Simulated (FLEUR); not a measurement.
## A short convergence ladder for Co (P-3m1, 2 atoms in the cell)

```xyz
2
Lattice="1.2613 -2.1846 0.0000 1.2613 2.1846 0.0000 0.0000 0.0000 4.0903" Properties=species:S:1:pos:R:3 pbc="T T T"
Co     1.2613     0.7282     1.0726
Co     1.2613    -0.7282     3.0678
```
Moments meant for the start (each program seeds them in its own way; μB, in the order of the atoms Co Co): 2.0 2.0.

Base method: LDA (Perdew-Zunger), all-electron FLAPW (FLEUR), scalar-relativistic valence in FLEUR.

Base settings: Kmax = 3.7 1/bohr; GmaxXC = 14.8 1/bohr; xcFunctional = pz; jspins = 2; l_soc = F; mode = hist; fermiSmearingEnergy = 0.00367493 Htr; mesh (inpgen div1-3) = 5 5 3; inpgen gamma flag = false; Gmax = 14.8 1/bohr.

**The density cutoff**

Moved along: GmaxXC.

The mesh stays at the base's, so the ladder's end is converged at best in this setting alone.

Only quantities that move along the ladder and can be compared are tabulated.

```tsv
Gmax	free energy less the last step's (meV/atom)
7.4 1/bohr	-1.11
8.3 1/bohr	-0.14
9.1 1/bohr	0.20
10.5 1/bohr	-0.07
11.7 1/bohr	0.02
12.8 1/bohr	0.00
14.8 1/bohr	0.00
```

Coarsest Gmax that holds the free energy within 0.5 meV/atom of the last step, with all finer ones: 8.3 1/bohr; the step before is off by 1.1 meV/atom.

On the base run: the starting cell has typed, rounded lattice constants, without a prior relaxation at this level. Its lattice was rescaled by up to half a per cent. One atom was moved a little off its site on purpose. The magnetic order is the one reached from the typed start; others were not searched systematically. Values depend on the basis (sphere radii, cutoffs, local orbitals), which need not be converged.
